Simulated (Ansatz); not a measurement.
The reference is MoSi₂ (space group I4/mmm, No. 139; a = 3.217 Å, c = 7.873 Å).

Calculations: Ansatz (a quantum-chemistry and plane-wave program) PBE, no SOC, earlier PAW set.

Before the change:

- Shortest interatomic distance = 2.596 Å
- c/a ratio = 2.447

The change: every Si is replaced by Os, then cell and atoms are relaxed.

Tabulated Pauling electronegativity and covalent radius: Si 1.90, 1.11 Å; Os 2.20, 1.44 Å.

Problem. How does this affect the shortest interatomic distance and c/a ratio?

Solution. The shortest interatomic distance grows by 0.092 Å to 2.688 Å; the c/a ratio increases by 0.187 (2.447 → 2.634).

Whether these cells are dynamically stable was not tested. As relaxed here, MoOs2 is a hypothetical phase, not in the database extracts checked. The final runs are not spin-polarised.
